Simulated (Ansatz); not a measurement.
Structures of equal composition on the (111) surface of fcc Ni, ferromagnetic: (√3x√3)R30°, one Ni adatom; one added row of Ni in 3. The slabs share one bottom face, and each structure is named by its start. These are constructed structures in small cells; real faces may alloy, dewet or reconstruct in larger ones, and not all known structures of the face are among them. Slabs of about 10 Å with all that they carry, Fermi-Dirac smearing of 0.1 eV. Bottom of the slabs: a bare face, its two planes held. Relaxed from the named starts with such symmetry as they have, on meshes of like density; energies extrapolated to zero smearing; no spin-orbit coupling, no U. Spin-polarised runs, if any, are marked in brackets, and their order is one that fits the cell; the others ran without spin. Where a second, spin-polarised start was run, the lower counts. The cells differ, so small differences also carry the error of unlike k-meshes.

Method: PBE (plane waves to 420 eV, PAW; Ansatz, a quantum-chemistry and plane-wave program).

Task: Order them by energy per 1x1 cell (lowest first) at the level PBE.

Result: one added row of Ni in 3 (0.00 eV [spin, 12.6 μB a cell]), (√3x√3)R30°, one Ni adatom (0.16 eV [spin, 12.5 μB a cell])
